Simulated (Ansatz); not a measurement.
GaAs (model structure, within 0.1 Å of P6₂22, No. 180, 6 atoms in the cell) was calculated with r²SCAN+rVV10 (Ansatz, an electronic-structure program, PAW).

Numerical settings: plane-wave cutoff 560 eV, 18×18×6 k mesh (along the axes of the cell as run), Fermi–Dirac smearing 0.05 eV, scalar-relativistic PAW data made under PBE.

Cell (relaxed at this level):

```cif
data_As3Ga3
_chemical_formula_sum 'Ga3 As3'
_space_group_name_H-M_alt 'P6222'
_space_group_IT_number 180
_space_group_name_Hall 'P 62 2 (0 0 4)'
_cell_length_a 4.00726
_cell_length_b 4.00726
_cell_length_c 8.82847
_cell_angle_alpha 90.000
_cell_angle_beta 90.000
_cell_angle_gamma 120.000
loop_
_atom_site_label
_atom_site_type_symbol
_atom_site_symmetry_multiplicity
_atom_site_Wyckoff_symbol
_atom_site_fract_x
_atom_site_fract_y
_atom_site_fract_z
_atom_site_occupancy
Ga1 Ga 3 d 0.50000 0.00000 0.50000 1
As1 As 3 c 0.50000 0.00000 0.00000 1
```

Task: What does this level give for the band gap and smallest direct gap on the k points sampled?

Result: 
- band gap = 0.04 eV (under three smearing widths, so not firm)
- smallest direct gap on the k points sampled = 0.19 eV

Spin–orbit coupling is not included; it can close the smallest gap of 0.04 eV.

It cost roughly 3 core-minutes of CPU time.

A model structure was made by putting elements into a prototype or built by hand; it is no filed structure, need not be a known phase, and can be a saddle point held by its symmetry.
